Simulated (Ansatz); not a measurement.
Density of states of Si (Fd-3m) above the conduction band minimum, HSE06 with spin-orbit coupling, rigid bands (Ansatz, a program for electronic structure); cell volume 40.1 Å³.

(energy from edge (eV), 10⁻³ states/eV/cell): (0.006, 21.3); (0.031, 52.8); (0.056, 73.1); (0.081, 91.0); (0.106, 109); (0.131, 130); (0.156, 159); (0.181, 185); (0.206, 205); (0.231, 224); (0.256, 241); (0.281, 257); (0.319, 281); (0.344, 294); (0.369, 309); (0.394, 321); (0.419, 334); (0.444, 348); (0.469, 361); (0.494, 372); (0.519, 384); (0.544, 398); (0.569, 408); (0.594, 420)

What effective density of states at 300 K does this give (∫ g(E) exp(−E/k_BT) dE, both spins, divided by the cell's size)?

2.8e19 cm⁻³, a density-of-states mass of 1.07 mₑ, valleys and band degeneracy included.

Geometry: cell and atoms relaxed with PBEsol.
